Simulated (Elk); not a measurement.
Input and output of a self-consistent single point for LuAlSi (Cmcm, 6 atoms in the cell) (Elk).

Method: PBEsol, all-electron FP-LAPW, Elk's shipped species files, default APW+lo basis in Elk.

The change in words: lattice scaled by 0.98. Reference geometry:
```
CELL_PARAMETERS angstrom
      1.95531    -4.97024     0.00000
      1.95531     4.97024     0.00000
      0.00000     0.00000     5.53693
ATOMIC_POSITIONS crystal
  Lu 0.69541 0.30459 0.75000
  Lu 0.30459 0.69541 0.25000
  Al 0.00000 0.00000 0.50000
  Al 0.00000 0.00000 0.00000
  Si 0.39885 0.60115 0.75000
  Si 0.60115 0.39885 0.25000
```

Reference input (self-consistent single point, DFT, PBEsol, all-electron FP-LAPW, Elk's shipped species files, default APW+lo basis): xctype = 22; swidth = 0.00367493 Ha; ngridk = 7 7 5; maxscl = 100. This run's input differs from it in these lines:

```diff
@@ -16,5 +16,5 @@
 avec
-    1.9553140000   -4.9702390000    0.0000000000
-    1.9553140000    4.9702390000    0.0000000000
-    0.0000000000    0.0000000000    5.5369260000
+    1.9162080000   -4.8708340000    0.0000000000
+    1.9162080000    4.8708340000    0.0000000000
+    0.0000000000    0.0000000000    5.4261870000
```

Output, abridged:

```
│ Self-consistent loop started │
│ Loop number : 1 │
 total energy                :     -30189.4196724
│ Loop number : 2 │
 total energy                :     -30191.0053158
RMS change in Kohn-Sham potential (target) :   0.5468834954     (  0.1000000000E-05)
Absolute change in total energy (target)   :    1.585643412     (  0.1000000000E-03)
│ Loop number : 3 │
 total energy                :     -30190.6353466
RMS change in Kohn-Sham potential (target) :   0.5361268685     (  0.1000000000E-05)
Absolute change in total energy (target)   :   0.2644165734E-01 (  0.1000000000E-03)
│ Loop number : 4 │
   [... lines left out ...]
Absolute change in total energy (target)   :   0.2056508234E-02 (  0.1000000000E-03)
│ Loop number : 14 │
 total energy                :     -30217.4290487
RMS change in Kohn-Sham potential (target) :   0.5910442767E-06 (  0.1000000000E-05)
Absolute change in total energy (target)   :   0.5131731341E-03 (  0.1000000000E-03)
│ Loop number : 15 │
 total energy                :     -30217.4289973
RMS change in Kohn-Sham potential (target) :   0.1808240582E-06 (  0.1000000000E-05)
Absolute change in total energy (target)   :   0.7690383791E-04 (  0.1000000000E-03)
Convergence targets achieved

│ Loop number : 16 │

Energies :
 Fermi                       :     0.326507226958
 total energy                :     -30217.4289748

Density of states at Fermi energy :    48.81567241
 (states/Hartree/unit cell)

Estimated indirect band gap :   0.1446470514E-02
 from k-point      2 to k-point     25
Estimated direct band gap   :   0.2848284586E-02
 at k-point     31

Charges :
 core                        :    120.0000000
 valence                     :    76.00000000
 interstitial                :    9.482149000
 muffin-tins (core leakage)
  species :    1 (Lu)
   atom    1                 :    69.55898550     (  0.6485051784E-06)
   atom    2                 :    69.55898550     (  0.6485051784E-06)
  species :    2 (Al)
   atom    1                 :    11.33156432     (  0.4866666336E-03)
   atom    2                 :    11.33156432     (  0.4866666336E-03)
  species :    3 (Si)
   atom    1                 :    12.36837567     (  0.1391689632E-02)
   atom    2                 :    12.36837567     (  0.1391689632E-02)
 total in muffin-tins        :    186.5178510
 total calculated charge     :    195.9666037
 total charge                :    196.0000000
 error                       :   0.3339631112E-01

│ Self-consistent loop stopped │
```

The run converged in 16 iterations. The count includes the last loop, which Elk runs after its targets are met. Against the reference run the free energy rises by 30.5 meV/atom.

The starting cell comes from a database of computed structures (which also holds hypothetical and non-ambient phases and stackings), without a prior relaxation at this level. Its lattice was rescaled by a random factor within 2.5 % of one. For this run, on top of that: lattice scaled by 0.98. Spin-orbit coupling is off. Values depend on the basis (sphere radii, cutoffs, local orbitals), which need not be converged. The log's line on a gap gives a spacing of levels on this mesh, which the program prints for metals too.

Cost on one core of a shared machine: roughly 40 s.
